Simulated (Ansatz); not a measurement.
Functionals compared on OH on the 1x1 (100) surface of rock-salt MgO (cut with top plane Mg + O), one in a 2x2 cell, started at the site 'bridge Mg-O (span 2.1 Å)', in Ansatz (plane waves, PAW). The structure was relaxed with PBE; the other rows are single points on it, each with its references at the same level. Cutoff 420 eV (500 eV for r2SCAN). The points keep PBE's geometry, so the relaxation of a polaron and the settling of charge on one site are left out.

Host crystal: rock-salt MgO, with a band gap (PBE, scalar-relativistic without spin-orbit coupling).

Model: 34-atom slab, 6.4 Å thick at the start under the adsorbate (thin: gaps and levels are the slab's own), 3x3x1 mesh, Fermi-Dirac 0.01 eV, dipole correction, 16 atoms held, the rest relaxed; no symmetry held; spin-polarised, ending with about 1.0 μB a cell; orders that need a larger cell were not tried, no spin-orbit, no U, no dispersion correction. At the end it is bonded to 2 Mg. In PBE it is, or lies within 0.03 eV of, the lowest of the starts that converged. These notes are the PBE run's. RPBE: The program's check for a lower electronic state was not made. r2SCAN: The program's check for a lower electronic state was not made. Adsorption energies are against H2O(g) − ½ H2(g). A negative adsorption energy means that the adsorbate is more stable on the surface than in its reference.

```
functional  adsorption energy (eV)  magnetic moment of the cell (μB)  rough cost of the single point
----------  ----------------------  --------------------------------  ------------------------------
PBE                           1.95                              1.00                               –
RPBE                             ?                              1.00          roughly 5 core-minutes
r2SCAN                        1.84                              1.00   around 9 core-minutes (rough)
```

Q: Fill in the missing entries.

A: 
- RPBE, adsorption energy (eV): 2.01

Ansatz is an electronic-structure program.
